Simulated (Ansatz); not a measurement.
A self-consistent single point of CuGaSe2 (I-42d, 8 atoms in the cell) with Ansatz (a program for electronic structure).

Computed with PBE (plane waves, PAW; Ansatz).

The change in words: lattice scaled by 1.015. Reference geometry:
```
CuGaSe2
1.0
   -2.76377     2.76377     5.42900
    2.76377    -2.76377     5.42900
    2.76377     2.76377    -5.42900
Ga Cu Se
2 2 4
Cartesian
  0.00000   0.00000   5.42900
  2.76377   0.00000   2.71450
  0.00000   0.00000   0.00000
  0.00000   2.76377   2.71450
  1.38188   1.38188   6.78625
  1.38188  -1.38188   4.07175
  1.38188   1.38188   1.35725
 -1.38188   1.38188   4.07175
```

Reference input (self-consistent single point, DFT, PBE, plane waves, default PAW files): kpoints.mp_grid.grid = 6 6 6; hamiltonian.xc = pbe; hamiltonian.pseudopotentials = {kind: paw} (the program's default PAW files); scf.occupations.method = gaussian; scf.occupations.width = 0.01 eV. This run's input differs from it in these lines:

```diff
@@ -2,5 +2,5 @@
   lattice:
-    - [-2.763766, 2.763766, 5.429003]
-    - [2.763766, -2.763766, 5.429003]
-    - [2.763766, 2.763766, -5.429003]
+    - [-2.805222, 2.805222, 5.510438]
+    - [2.805222, -2.805222, 5.510438]
+    - [2.805222, 2.805222, -5.510438]
   atoms:
```

Output (repeated stretches shortened):

```
SCF iter   1: F=—  HF=-42696.432445 eV  |F-HF|=—  |Δ(HF+E_count)|=         —  Δρ=7.05e-4  dr2=9.84e-4  ethr=1.77e-3  ⟨swp⟩=6.0  Hψ=8165  notcnv=0  defer=2
all-band conjugate gradients solve this SCF's bands
preconditioner: auto → Resta (q_TF=auto, 2.594 Å⁻¹)
SCF iter   2: F=—  HF=-42696.433230 eV  |F-HF|=—  |Δ(HF+E_count)|=   7.85e-4  Δρ=4.33e-4  dr2=2.60e-4  ethr=7.69e-7  ⟨swp⟩=3.0  Hψ=5124  notcnv=0  defer=208
   [... lines left out ...]
SCF iter   4: F=—  HF=-42696.433279 eV  |F-HF|=—  |Δ(HF+E_count)|=   1.11e-5  Δρ=1.51e-4  dr2=2.54e-5  ethr=1.69e-7  ⟨swp⟩=2.0  Hψ=3977  notcnv=0  defer=208
SCF iter   5: F=—  HF=-42696.433223 eV  |F-HF|=—  |Δ(HF+E_count)|=   5.65e-5  Δρ=4.07e-5  dr2=2.23e-6  ethr=1.99e-8  ⟨swp⟩=2.0  Hψ=3165  notcnv=0  defer=208
SCF iter   6: F=—  HF=-42696.433225 eV  |F-HF|=—  |Δ(HF+E_count)|=   2.27e-6  Δρ=1.55e-5  dr2=4.43e-7  ethr=1.74e-9  ⟨swp⟩=2.0  Hψ=2865  notcnv=0  defer=208
SCF iter   7: F=-42696.433226 eV  HF=-42696.433226 eV  |F-HF|=3.44e-8  |Δ(HF+E_count)|=   6.73e-7  Δρ=4.89e-6  dr2=5.75e-8  ethr=7.81e-11  ⟨swp⟩=8.6  Hψ=10925  notcnv=0
SCF 1 converged in 7 iterations: F = -42696.433226 eV  dr2 = 5.75e-8
Free energy (F): -42696.433226 eV
Internal energy: -42696.433226 eV  (E = F + TS)
E sigma→0 (E₀):  -42696.433226 eV
Fermi energy:    9.001364 eV
--- Forces (eV/Å), atoms counted from 1 ---
  atom   1  Ga     0.00000000     0.00000000     0.00000000
  atom   2  Ga     0.00000000     0.00000000     0.00000000
  atom   3  Cu     0.00000000     0.00000000     0.00000000
  atom   4  Cu     0.00000000    -0.00000000    -0.00000000
  atom   5  Se     0.36492148    -0.00000000    -0.00000000
  atom   6  Se    -0.00000000    -0.36492148     0.00000000
  atom   7  Se    -0.36492148     0.00000000     0.00000000
  atom   8  Se    -0.00000000     0.36492148    -0.00000000
--- Stress (GPa, compression-positive) ---
        3.027281       0.000000       0.000000
        0.000000       3.027281      -0.000000
        0.000000       0.000000       3.181184
  P = ⅓ Tr σ = 3.0786 GPa (30.786 kbar)
  The stress holds the Pulay correction. Without it, at fixed plane waves, as pw.x and ABINIT print it: P = 3.0390 GPa
```

The run converged in 7 iterations. Against the reference run the free energy drops by 28.7 meV/atom, the pressure goes from 6.78 to 3.08 GPa, the largest force goes from 0.457 to 0.365 eV/Å and the gap on the mesh goes from 0.453 to 0.244 eV.

The starting cell has typed, rounded lattice constants, without a prior relaxation at this level. Its lattice was rescaled by a random factor within 2.5 % of one. For this run, on top of that: lattice scaled by 1.015. Spin polarisation is off. Ansatz's pressure includes its estimate of the finite-basis (Pulay) stress.

Cost on one core of a shared machine: roughly 40 s.

Keys are those of Ansatz 0.2.
